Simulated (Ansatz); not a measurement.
**PBE against r2SCAN: Os, uniaxial strain ε_yy = +0.66 %**

Start from Os in the hcp (Mg type) structure (space group P6_3/mmc, No. 194; a = 2.754 Å, c = 4.348 Å; relaxed with 0.1 eV smearing). Axes: x lies along a and z along c of the hexagonal cell.

(Cell as relaxed with PBE.)

Levels (all Ansatz, a program for electronic structure, PAW, earlier PAW set): PBE (420 eV, scalar-relativistic without spin-orbit coupling); r2SCAN (500 eV, no spin-orbit coupling).

Each level relaxes its own structure.

```
base                      PBE    r2SCAN
-------------------  --------  --------
volume per atom      14.28 Å³  14.03 Å³
lattice parameter a   2.754 Å   2.738 Å
band gap                 zero      zero
```

The change: uniaxial strain ε_yy = +0.66 %, all other strain components held at zero, atoms relaxed at fixed cell.

```json
[
 {"quantity": "energy relative to the base (free energy F)", "PBE": "+1.4 meV/atom", "r2SCAN": "…"},
 {"quantity": "stress (xx, yy, zz, yz, xz, xy; compression positive)", "PBE": "(-1.4, -4.7, -1.4, 0.0, 0.0, 0.0) GPa", "r2SCAN": "…"},
 {"quantity": "band gap", "PBE": "zero", "r2SCAN": "…"}
]
```

Problem. Predict the r2SCAN column.

Solution. 
- energy relative to the base (free energy F), r2SCAN: +1.5 meV/atom
- stress (xx, yy, zz, yz, xz, xy; compression positive), r2SCAN: (-1.5, -5.0, -1.5, 0.0, 0.0, 0.0) GPa
- band gap, r2SCAN: zero

The two agree on the band gap. Neither level is exact; r2SCAN is the comparison here, not a measurement.

No phonon test of stability was made. All final runs are without spin polarisation.
